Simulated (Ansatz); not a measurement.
The starting structures come from a database of crystals and need not be the phases stable at ambient conditions.

By PBEsol, the system below comes out a metal.

A figure of merit of an interconnect metal is its ballistic conductance per area.

Given:

```xyz
6
Lattice="5.1543 0.0000 0.0000 -2.5772 4.4638 0.0000 2.5772 1.4879 4.2085" Properties=species:S:1:pos:R:3 pbc="T T T"
Hf     5.1543     2.9759     2.1043
Hf     2.5772     1.4879     1.0521
V      2.5772     4.4638     1.5782
V      1.2886     5.2078     3.6824
V      3.8658     5.2078     3.6824
V      2.5772     2.9759     3.6824
```

Space group of this cell: Fd-3m, cubic Laves (MgCu2 type). The cell is taken as given; by PBEsol its mean pressure is -4.2 GPa.

The current flows along the normal of the first two printed cell vectors, the (111) plane of the conventional cell. No spin-orbit coupling; the value is a mean over 0.1 eV about the Fermi level.

### Question
Give the ballistic conductance per area that PBEsol run with Ansatz (an electronic-structure program) yields.

### Answer
1.1 × 10¹⁵ S/m² for both spins.
